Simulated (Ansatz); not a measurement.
## Point defects in BN

Start from a 24-atom supercell of BN in the zinc blende structure (space group F-43m, No. 216; a = 3.605 Å) at its relaxed geometry.

One neutral defect a cell, atoms relaxed at fixed cell.

Computed with Kohn–Sham DFT with the PBEsol functional, run in Ansatz (a program for electronic structure) with PAW and 420 eV plane waves, spin-orbit coupling left out, earlier PAW set.

```csv
change,pressure,total moment of the cell,largest displacement of a host atom from its site in the perfect cell
perfect supercell,0.0 GPa,–,–
B on a N site (antisite),(withheld),(withheld),(withheld)
"B vacancy, symmetric start",2.5 GPa,1.1 μB,0.14 Å
N vacancy,-2.2 GPa,0.0 μB,0.10 Å
"Ru on a B site, symmetric start",35.4 GPa,0.0 μB,0.47 Å
"H interstitial (started 1.47 Å from the nearest host atom), symmetric start",7.1 GPa,0.0 μB,0.03 Å
```

Problem. What belongs in the blanks?

Solution. 
- B on a N site (antisite), pressure: 11.0 GPa
- B on a N site (antisite), total moment of the cell: 0.3 μB
- B on a N site (antisite), largest displacement of a host atom from its site in the perfect cell: 0.12 Å

Other magnetic orders, which the real material may have, were not ruled out. The cell is small, so the values are those of an ordered compound at a high defect concentration; dilute-limit values will differ. The mesh was chosen for an insulator and is coarse for the gapless case. Defects with a symmetric start kept the site's symmetry and may sit on a saddle; the others started slightly shaken. Starting moments died away, wholly or in part, for B on a N site (antisite), N vacancy, Ru on a B site and H interstitial (started 1.47 Å from the nearest host atom); another magnetic solution may exist.
